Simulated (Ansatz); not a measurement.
Start from BN in the zinc blende structure (space group F-43m, No. 216; a = 3.610 Å).

Modification: every lattice vector is shortened by 5.31 %; the atoms relax in the strained cell.

Calculations: r2SCAN (Ansatz, a first-principles code, PAW, spin-orbit coupling left out).

Base, band edges from the VBM (valence, conduction): X -5.11, 5.00; W -6.70, 10.37; L -2.02, 10.83; Γ 0.00, 9.59; K -4.25, 7.53; U -4.25, 7.53 eV.

Give the band edges at the high-symmetry points of the new zone, measured from its valence-band maximum.


```csv
point,valence edge (eV),conduction edge (eV)
Γ,0.00,10.41
X,-6.01,5.20
U,-5.00,8.06
K,-5.00,8.06
L,-2.36,12.46
W,-7.96,11.13
```

The gap is 5.20 eV, indirect, Γ → X.

Whether these cells are dynamically stable was not tested.
